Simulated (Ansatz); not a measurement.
**Effect of isotropic strain +0.19 % on PtGe**

Base system: PtGe (space group Pnma, No. 62; a = 5.819 Å, b = 3.757 Å, c = 6.175 Å).

Modification: an isotropic linear strain of +0.19 %, atoms relaxed at fixed cell.

Level of theory: PBE, PAW, 420 eV (Ansatz, a first-principles code; no spin-orbit coupling), earlier PAW set. k-mesh 8×12×8 (Γ-centred); smearing 0.05 eV (Fermi–Dirac).

- Volume per atom = 16.97 Å³ (base 16.88 Å³)
- Space group = Pnma (No. 62) (base Pnma (No. 62))
- Shortest interatomic distance = 2.511 Å (base 2.509 Å)
- Energy relative to the base (free energy F) = +0.2 meV/atom
- Pressure (mean of the normal stresses, compression positive) = -0.8 GPa (base 0.0 GPa)
- Band gap = zero (base zero)

Final structure:

```
CELL_PARAMETERS angstrom
      5.83008     0.00000     0.00000
      0.00000     3.76444     0.00000
      0.00000     0.00000     6.18691
ATOMIC_POSITIONS crystal
  Pt 0.99739 0.25000 0.19275
  Pt 0.49739 0.25000 0.30725
  Pt 0.00261 0.75000 0.80725
  Pt 0.50261 0.75000 0.69275
  Ge 0.18683 0.25000 0.58848
  Ge 0.68683 0.25000 0.91152
  Ge 0.81317 0.75000 0.41152
  Ge 0.31317 0.75000 0.08848
```

No phonon test of stability was made. All final runs are without spin polarisation.
